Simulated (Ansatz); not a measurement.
Given:

```xyz
3
Lattice="4.5337 0.0000 0.0000 -2.2668 3.9263 0.0000 0.0000 0.0000 6.3854" Properties=species:S:1:pos:R:3 pbc="T T T"
Pb     0.0000     0.0000     0.0000
I      0.0000     2.6175     1.8065
I      2.2668     1.3088     4.5788
```

No spin polarisation.

Method: Ansatz (an electronic-structure program) PBEsol-D3(BJ), no SOC. Γ-centred 9×9×5 mesh, Fermi–Dirac width 0.05 eV.

Estimate the gap character.

Direct at A.

What is the computed hole mass?

0.61 mₑ along k, 0.31 mₑ across (at A).

Spin-orbit coupling, missing from the scalar runs, can matter with I and Pb. Load acts through the strain it causes; cell and atoms are relaxed under it. Masses are band curvatures over ±0.01 Å⁻¹ around the edge. Along k means along the line from Γ to the band edge. Stability under load was not tested beyond the relaxation. The cell was made from PbI2 in the CdI2 type structure (space group P-3m1, No. 164; layered) by this change: uniaxial stress, 1 GPa compression along z.
